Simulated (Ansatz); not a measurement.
For TaAs (model structure, started from the CoSn type, P6/mmm, No. 191, 6 atoms in the cell), PBE (Ansatz, an electronic-structure program, plane waves, PAW) gives:

- lattice parameter a = 5.662 Å
- c axis length = 4.263 Å

### Question
What does PBE-D3(BJ) in Ansatz (plane waves, PAW) give for the same quantities?

### Answer

- lattice constant a: 5.604 Å (falls by 1.0 %)
- lattice parameter c: 4.217 Å (drops by 1.1 %)

Changes are worked out from the printed values.

Unless a cell is named, each level is at its own relaxed cell (PBE 19.73, PBE-D3(BJ) 19.11 Å³/atom).

Levels without +SOC leave out spin–orbit coupling, which shifts energies and cells of such heavy elements.

Ansatz's density-functional and Hartree–Fock values are scalar-relativistic unless marked +SOC, with PAW data made under PBE.

A model structure was made by putting elements into a prototype or built by hand; it is no filed structure, need not be a known phase, and can be a saddle point held by its symmetry.
